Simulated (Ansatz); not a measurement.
The reference is SnO$_{2}$ in the rutile structure (space group P4_2/mnm, No. 136; a = 4.769 Å, c = 3.211 Å). Axes: x, y, z lie along a, b, c of the conventional cell.

The values are results of PBEsol (Ansatz, an electronic-structure program), scalar-relativistic without spin-orbit coupling, earlier PAW set, not measurements.

For the base:

```
Item       Result
--------  -------
Band gap  0.92 eV
```

The change: compressive biaxial strain of 1.91 % in the plane normal to [001], as in epitaxy on a mismatched substrate; the out-of-plane cell vector and the atoms relax.

Q: Estimate the effect on the ratio −ε⊥/ε∥ and band gap.

A: The ratio −ε⊥/ε∥ amounts to 0.77; the band gap increases by 0.18 eV (0.92 eV → 1.10 eV).

Whether these cells are dynamically stable was not tested.
